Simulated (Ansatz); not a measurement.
We consider LiH (model structure, started from the CsCl type, Pm-3m, No. 221, 2 atoms in the cell), described by PBEsol (Ansatz, a first-principles code, plane waves, PAW).

Run with plane-wave cutoff 520 eV, 14×14×14 k mesh, Fermi–Dirac smearing 0.01 eV, scalar-relativistic PAW data made under PBE.

Cell (relaxed at this level):

```cif
data_HLi
_chemical_formula_sum 'Li1 H1'
_space_group_name_H-M_alt 'Pm-3m'
_space_group_IT_number 221
_space_group_name_Hall '-P 4 2 3'
_cell_length_a 2.49113
_cell_length_b 2.49113
_cell_length_c 2.49113
_cell_angle_alpha 90.000
_cell_angle_beta 90.000
_cell_angle_gamma 90.000
loop_
_atom_site_label
_atom_site_type_symbol
_atom_site_symmetry_multiplicity
_atom_site_Wyckoff_symbol
_atom_site_fract_x
_atom_site_fract_y
_atom_site_fract_z
_atom_site_occupancy
Li1 Li 1 a 0.00000 0.00000 0.00000 1
H1 H 1 b 0.50000 0.50000 0.50000 1
```

**Question.** What does this level give for the band gap, smallest direct gap on the k points sampled and direct gap at Γ?

**Answer.** 
- band gap = 0.44 eV (indirect)
- smallest direct gap on the k points sampled = 4.02 eV
- direct gap at Γ = 20.92 eV

Note: the relaxation could raise the start's symmetry but not lower it, so the cell can be a saddle point.

The computed numbers hold no vibrational or temperature effects.

A model structure was made by putting elements into a prototype or built by hand; it is no filed structure, need not be a known phase, and can be a saddle point held by its symmetry.
